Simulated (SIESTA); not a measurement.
SIESTA run on K₂WO₄ (C2/m, 14 atoms in the cell): relaxation of cell and atoms.

Method: SIESTA with LDA PW92, numerical atomic orbitals DZP, PseudoDojo LDA standard norm-conserving potentials (rewritten from UPF to PSML).

```yaml
crystal:
  lattice:
    - [6.26686, -3.08791, 0.00000]
    - [6.26686, 3.08791, 0.00000]
    - [-3.34773, 0.00000, 6.87604]
  atoms:
    - { symbol: O, position: [0.33600, 0.33600, 0.37700] }
    - { symbol: O, position: [0.66400, 0.66400, 0.62300] }
    - { symbol: W, position: [0.17550, 0.17550, 0.22750] }
    - { symbol: W, position: [0.82450, 0.82450, 0.77250] }
    - { symbol: O, position: [0.08400, 0.08400, 0.35100] }
    - { symbol: O, position: [0.91600, 0.91600, 0.64900] }
    - { symbol: O, position: [0.90200, 0.38000, 0.07400] }
    - { symbol: O, position: [0.62000, 0.09800, 0.92600] }
    - { symbol: O, position: [0.09800, 0.62000, 0.92600] }
    - { symbol: O, position: [0.38000, 0.90200, 0.07400] }
    - { symbol: K, position: [0.84600, 0.84600, 0.25900] }
    - { symbol: K, position: [0.15400, 0.15400, 0.74100] }
    - { symbol: K, position: [0.51000, 0.51000, 0.23500] }
    - { symbol: K, position: [0.49000, 0.49000, 0.76500] }
```

Reference input (self-consistent single point, DFT, LDA PW92, numerical atomic orbitals DZP, PseudoDojo LDA standard norm-conserving potentials (rewritten from UPF to PSML)): XC.functional = LDA; XC.authors = PW92; potentials = PseudoDojo LDA standard; PAO.BasisSize = DZP; PAO.EnergyShift = 0.01 Ry; MeshCutoff = 300 Ry; kgrid.MonkhorstPack = 5 5 4; OccupationFunction = FD; ElectronicTemperature = 0.1 eV; MaxSCFIterations = 150; SCF.Mixer.Method = Pulay; SCF.Mixer.Weight = 0.2. This run's input differs from it in these lines:

```diff
@@ -39,3 +39,3 @@
 PAO.EnergyShift              0.01 Ry
-MeshCutoff                   300 Ry
+MeshCutoff                   420 Ry
 %block kgrid.MonkhorstPack
@@ -54,2 +54,7 @@
 Diag.ParallelOverK           true
+MD.TypeOfRun                 Broyden
+MD.Steps                     40
+MD.MaxForceTol               0.02 eV/Ang
+MD.VariableCell              true
+MD.MaxStressTol              0.05 GPa
 WriteForces                  true
```

Log, with long lists cut:

```
        iscf     Eharris(eV)        E_KS(eV)     FreeEng(eV)     dDmax    Ef(eV) dHmax(eV)
   scf:    1   -10849.569065   -10938.033836   -10938.033836  1.706223 -5.883256 22.166255
   scf:    2   -11004.930808   -10980.881646   -10980.881646  0.205809 -5.214872  7.086149
   scf:    3   -10983.563665   -10984.286040   -10984.286040  0.087834 -5.022929  1.455986
   scf:    4   -10984.449306   -10984.533930   -10984.533930  0.029997 -5.055031  1.096920
   scf:    5   -10984.548553   -10984.609452   -10984.609452  0.046649 -5.019177  0.615891
   scf:    6   -10984.628837   -10984.619929   -10984.619929  0.014891 -5.001668  0.661932
   scf:    7   -10984.668031   -10984.649497   -10984.649497  0.004210 -4.981500  0.235199
   scf:    8   -10984.640594   -10984.650785   -10984.650785  0.004300 -4.970270  0.201953
   scf:    9   -10984.655010   -10984.653811   -10984.653811  0.002179 -4.970322  0.025812
   scf:   10   -10984.653824   -10984.653855   -10984.653855  0.000539 -4.962124  0.009502
   scf:   11   -10984.653866   -10984.653862   -10984.653862  0.000081 -4.960926  0.003746
   scf:   12   -10984.653863   -10984.653863   -10984.653863  0.000047 -4.960156  0.000183
   scf:   13   -10984.653863   -10984.653863   -10984.653863  0.000007 -4.960168  0.000082
SCF Convergence by DM+H criterion
max |DM_out - DM_in|         :     0.0000070177
max |H_out - H_in|      (eV) :     0.0000816810
SCF cycle converged after 13 iterations

Using DM_out to compute the final energy and forces

siesta: E_KS(eV) =           -10984.6539

siesta: E_KS - E_eggbox =    -10984.6539

siesta: Atomic forces (eV/Ang):
     1   -0.993719    0.000000   -0.206725
     2    0.993719    0.000000    0.206725
     3    1.650157    0.000000   -1.860235
     4   -1.650157    0.000000    1.860235
     5   -0.498950    0.000000    0.771183
     6    0.498950    0.000000   -0.771183
     7   -0.056861   -0.847859    0.691933
     8    0.056861   -0.847859   -0.691933
     9    0.056861    0.847859   -0.691933
    10   -0.056861    0.847859    0.691933
    11   -0.122982   -0.000000   -0.259407
   [... lines left out ...]
siesta: Pressure (static):        -53.87918713  kBar
siesta: Pressure (total):        -53.87918713  kBar
No target stress found, assuming hydrostatic MD.TargetPressure.
Target stress (kBar)
outcell: Cell volume (Ang**3)        :    233.8814
        iscf     Eharris(eV)        E_KS(eV)     FreeEng(eV)     dDmax    Ef(eV) dHmax(eV)
siesta: Pressure (static):          0.05464750  kBar
siesta: Pressure (total):          0.05464750  kBar
outcell: Cell volume (Ang**3)        :    233.8814
siesta: FreeEng =    -10985.280740
   [... lines left out ...]
siesta:    -0.000103   -0.000000   -0.000114
siesta:    -0.000000   -0.000093   -0.000000
siesta:    -0.000114   -0.000000    0.000094

siesta: Cell volume =        233.881411 Ang**3

siesta: Pressure (static):
siesta:                Solid            Molecule  Units
siesta:           0.00000037          0.00000177  Ry/Bohr**3
siesta:           0.00003411          0.00016296  eV/Ang**3
siesta:           0.05464750          0.26108540  kBar
```

The run converged. 

Summary of the result:
* **Free energy E − TS**: -10985.2807 eV
* **Top of the valence band (on the code's own zero)**: -7.48 eV
* **Gap on the k-point mesh**: 4.61 eV
* **Pressure**: 0.01 GPa
* **Largest force (vector length)**: 0.015 eV/Å
* **Final cell**: a = b = 6.666 Å, c = 7.335 Å, α = β = 111.78°, γ = 51.98°
* **Final volume per atom**: 16.71 Å³
* **Relaxation steps**: 16

The starting cell comes from a database of published, mostly measured structures (it also holds non-ambient and calculated ones), without a prior relaxation at this level. Its lattice was rescaled by a random factor within 2.5 % of one. Spin-orbit coupling is off. Values carry the incompleteness of an atom-centred basis. The basis of the alkali or alkaline-earth atoms may lack their empty d shell, which can raise the gap.

Cost on one core of a shared machine: roughly 20 min.
